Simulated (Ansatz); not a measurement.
Structures of equal composition on the (100) surface of rock-salt TiN: Sc on all Ti sites of the second plane; Sc on all Ti sites of the top plane. The slabs share one bottom face, and each structure is named by its start. These are constructed structures in small cells; real faces may alloy, dewet or reconstruct in larger ones, and not all known structures of the face are among them. Slabs of about 13 Å, Fermi-Dirac smearing of 0.1 eV. Bottom of the slabs: a bare face, its two planes held. Relaxed from the named starts with such symmetry as they have, on meshes of like density; energies extrapolated to zero smearing; spin only where a row says so; no spin-orbit coupling, no U. Brackets mark spin-polarised runs, whose order is one that fits the cell.

These are PBE (plane waves to 420 eV, PAW; Ansatz, a quantum-chemistry and plane-wave program) values and carry that method's errors.

Question: Put the candidates in order of energy per 1x1 cell, lowest first, for PBE.

Answer: Sc on all Ti sites of the top plane (0.000 eV), Sc on all Ti sites of the second plane (0.266 eV)
